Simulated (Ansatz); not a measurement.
An Ansatz (a quantum-chemistry and plane-wave program) run: CdGeAs2 with a change (biaxial strain −1.50 %, plane normal [001], relaxed out of plane); PBEsol (Ansatz; PAW; 420 eV plane waves; spin-orbit coupling left out).

Input:

Ansatz 0.2 input:
```yaml
crystal:
  lattice:
    - [5.8528585911, 0, 0]
    - [0, 5.8528585911, 0]
    - [2.9264292956, -2.9264292956, 5.6983879925]
  atoms:
    - { symbol: Cd, position: [0, 0, 0] }
    - { symbol: Cd, position: [0.25, 0.25, 0.5] }
    - { symbol: Ge, position: [0.5, 0.5, 0] }
    - { symbol: Ge, position: [0.75, 0.75, 0.5] }
    - { symbol: As, position: [0.625, 0.4002649879, 0.25] }
    - { symbol: As, position: [0.4002649879, 0.125, 0.75] }
    - { symbol: As, position: [0.125, 0.8497350121, 0.25] }
    - { symbol: As, position: [0.8497350121, 0.625, 0.75] }
basis: { ecutwfc: 420, ecutrho_ratio: 4, xc_grid: 2, fft_grid_basis: typed }
kpoints: { mp_grid: { grid: [8, 8, 8] } }
hamiltonian:
  xc: pbesol
  dispersion: none
  pseudopotentials: { kind: paw }
scf: { occupations: { method: fermi_dirac, width: 0.05 } }
relax: { f_tol: 0.005, max_steps: 50, cell: { stress_tol: 0.01, fix: [a, b, gamma] } }
output: { forces: true, stress: true }
checkpoint: { write: state.ck, write_every: 1000 }
```

Output (explanatory and most iteration lines left out):

```
Relaxation: its limit of steps is 50 (relax.max_steps)
Pseudopotential: Cd, paw, valence charge 20
Pseudopotential: Ge, paw, valence charge 14
Pseudopotential: As, paw, valence charge 15
Crystal: 8 atoms, lattice volume = 195.204 Å³
Basis set: ecut = 420 eV, 3803 PW (Γ), exchange–correlation on 80×80×96 points (8 copies of the dense FFT grid, shifted against one another)
Bands: 77, of which v1, the nominal top of the filled ones, is band 64 counted from 1 (63 counted from 0)
Symmetry: 8 space group operations
Space group: I-42d (ITA 122), of the structure as read, at distance tolerance 5.8e-5 Å
k-points: 59 of 512 (time reversal used)
Functional: x = pbesol(κ = 0.804, μ = 0.12345679012345678), c = pbesol(β = 0.046)
SCF iter   1: F=—  HF=-44127.642249 eV  |F-HF|=—  |Δ(HF+E_count)|=         —  Δρ=3.69e-3  dr2=3.06e-2  ethr=1.77e-3  ⟨swp⟩=6.0  Hψ=15515  notcnv=0  defer=8
SCF iter   2: F=—  HF=-44127.634862 eV  |F-HF|=—  |Δ(HF+E_count)|=   7.39e-3  Δρ=1.48e-3  dr2=6.35e-3  ethr=2.39e-5  ⟨swp⟩=3.0  Hψ=9390  notcnv=0  defer=65
SCF 1 converged in 7 iterations: F = -44127.633878 eV  dr2 = 3.17e-8
relax step   1: F+E_penalty+E_count = -44127.63387798 eV  Δ(F+E_penalty+E_count) = +0.000e0 eV  max|allowed force component| = 4.355e-2 eV/Å  Δτ_max = 0.0000 Å  P = +1.504 GPa  Ω = 195.204 Å³  fix = [a, b, gamma]  reactions: a +1.801, b +1.801 GPa  (7 SCF iters, dr2 threshold 1.00e-7 eV, accepted)
[... steps on the carried basis left out ...]
relax step   3: F+E_penalty+E_count = -44127.63970030 eV  Δ(F+E_penalty+E_count) = -3.202e-4 eV  max|allowed force component| = 2.884e-3 eV/Å  Δτ_max = 0.0044 Å  P = +0.823 GPa  Ω = 197.227 Å³  energy of the carried Pulay correction = -3.432e-4 eV  fix = [a, b, gamma]  reactions: a +1.234, b +1.234 GPa  (4 SCF iters, dr2 threshold 1.00e-7 eV, accepted)
Crystal: 8 atoms, lattice volume = 197.227 Å³
SCF iter   1: F=—  HF=-44127.638298 eV  |F-HF|=—  |Δ(HF+E_count)|=         —  Δρ=3.23e-4  dr2=4.62e-6  ethr=1.04e-7  ⟨swp⟩=3.0  Hψ=26478  notcnv=0
SCF iter   2: F=—  HF=-44127.639602 eV  |F-HF|=—  |Δ(HF+E_count)|=   1.30e-3  Δρ=1.63e-4  dr2=1.13e-6  ethr=3.61e-9  ⟨swp⟩=2.0  Hψ=6078  notcnv=0
SCF 4 converged in 8 iterations: F = -44127.640040 eV  dr2 = 2.72e-12
SCF converged after 8 iterations
Free energy (F): -44127.640040 eV
Internal energy: -44127.639243 eV  (E = F + TS)
E sigma→0 (E₀):  -44127.639641 eV
Entropy (-TS):   -0.000797 eV (-0.100 meV/atom)
Fermi energy:    8.802101 eV
--- Forces (eV/Å), atoms counted from 1 ---
  atom   1  Cd    -0.00000000    -0.00000000     0.00000000
  atom   2  Cd     0.00000000    -0.00000000     0.00000000
  atom   3  Ge    -0.00000000    -0.00000000    -0.00000000
  atom   4  Ge     0.00000000    -0.00000000     0.00000000
  atom   5  As    -0.00000000     0.00286908     0.00000000
  atom   6  As     0.00286908     0.00000000    -0.00000000
  atom   7  As     0.00000000    -0.00286908    -0.00000000
  atom   8  As    -0.00286908     0.00000000     0.00000000
--- Stress (GPa, compression-positive) ---
        1.233573       0.000000      -0.000000
        0.000000       1.233573       0.000000
       -0.000000       0.000000       0.002884
  P = ⅓ Tr σ = 0.8233 GPa (8.233 kbar)
--- Relaxed structure (3 steps of the walk, 3 accepted, 1 SCFs on fresh bases) ---
  cell:  # Å, volume = 197.2271 Å³
    - [5.8528585911, 5.632471443376174e-23, -2.5677809214606178e-11]
    - [5.632468849081416e-23, 5.8528585911, 2.567780330131123e-11]
    - [2.9264292955752595, -2.9264292955752595, 5.757455619255758]
  atoms:
    - { symbol: Cd, position: [3.240278825395025e-32, 3.022456467415417e-21, -6.539788090805106e-32] }
    - { symbol: Cd, position: [0.25000000000000006, 0.25, 0.4999999999999999] }
    - { symbol: Ge, position: [0.5, 0.5, -1.7933585566653405e-29] }
    - { symbol: Ge, position: [0.7499999999999998, 0.75, 0.4999999999999999] }
    - { symbol: As, position: [0.6250000000000001, 0.3993466959259079, 0.24999999999999994] }
    - { symbol: As, position: [0.3993466959259081, 0.12499999999999994, 0.7499999999999998] }
    - { symbol: As, position: [0.12500000000000008, 0.8506533040740921, 0.24999999999999992] }
    - { symbol: As, position: [0.8506533040740925, 0.6249999999999999, 0.7499999999999997] }
```

Whether these cells are dynamically stable was not tested. The cell was made from CdGeAs2 in the chalcopyrite structure (space group I-42d, No. 122) by this change: biaxial strain −1.50 %, plane normal [001], relaxed out of plane.
